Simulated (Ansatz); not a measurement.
A computed series for WSi2: response to strain

Take WSi$_{2}$ (space group I4/mmm, No. 139; a = 3.2114 Å, c = 7.8048 Å; relaxed with 0.1 eV smearing) as the base. Axes: x, y, z lie along a, b, c of the conventional cell.

Strains are applied to the cell and any free atomic positions relax; under biaxial strain the out-of-plane vector relaxes too; under stress the whole cell relaxes.

All numbers come from Ansatz (an electronic-structure program) r2SCAN, no SOC.

Notes on the quantities. pressure: mean of the normal stresses, compression positive.

```csv
case,pressure,volume per atom,space group
base,0.0 GPa,13.42 Å³,I4/mmm (No. 139)
"biaxial strain −3.80 %, plane normal [001], relaxed out of plane",15.6 GPa,12.61 Å³,I4/mmm (No. 139)
"biaxial strain +0.51 %, plane normal [001], relaxed out of plane",-1.8 GPa,13.53 Å³,I4/mmm (No. 139)
"biaxial strain +4.36 %, plane normal [001], relaxed out of plane",-12.9 GPa,14.43 Å³,I4/mmm (No. 139)
isotropic strain −5.62 %,59.3 GPa,11.28 Å³,I4/mmm (No. 139)
isotropic strain +1.31 %,-8.4 GPa,13.95 Å³,I4/mmm (No. 139)
isotropic strain +2.24 %,-13.4 GPa,14.34 Å³,I4/mmm (No. 139)
uniaxial strain ε_xx = +2.78 %,-5.7 GPa,13.79 Å³,Immm (No. 71)
"uniaxial stress, 0.5 GPa tension along z",–,13.42 Å³,I4/mmm (No. 139)
tensor shear ε_xy = −1.07 %,0.1 GPa,13.41 Å³,Fmmm (No. 69)
```

Stability under load was not tested beyond the relaxation. All final runs are without spin polarisation.
